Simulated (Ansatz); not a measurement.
**Effect of Sc on a Ca site on Ca**

The parent structure is a 12-atom supercell of Ca in the fcc (Cu type) structure (space group Fm-3m, No. 225; a = 5.526 Å) at its relaxed geometry.

Perturbation: a neutral Sc on a Ca site, atoms relaxed at fixed cell, starting from a slightly rattled geometry.

Method: PBE, PAW, 420 eV (Ansatz, a quantum-chemistry and plane-wave program; no spin-orbit coupling), earlier PAW set. Settings: 5×4×5 k-points, 0.05 eV Fermi–Dirac smearing.

```json
{
 "pressure": "-0.8 GPa (base 0.0 GPa)",
 "largest_displacement_of_a_host_atom_from_its_site_in_the_perfect_cell": "0.09 Å",
 "mean_distance_from_the_defect_site_to_its_nearest_host_atoms": "3.85 Å (base 3.91 Å)"
}
```

Cost of the whole job for the changed cell (relaxation, final SCF and bands): roughly 9 core-minutes.

In so small a cell the defect repeats every few ångströms: this is an ordered compound, not a dilute defect. All final runs are without spin polarisation. The defect cell is not spin-polarised.
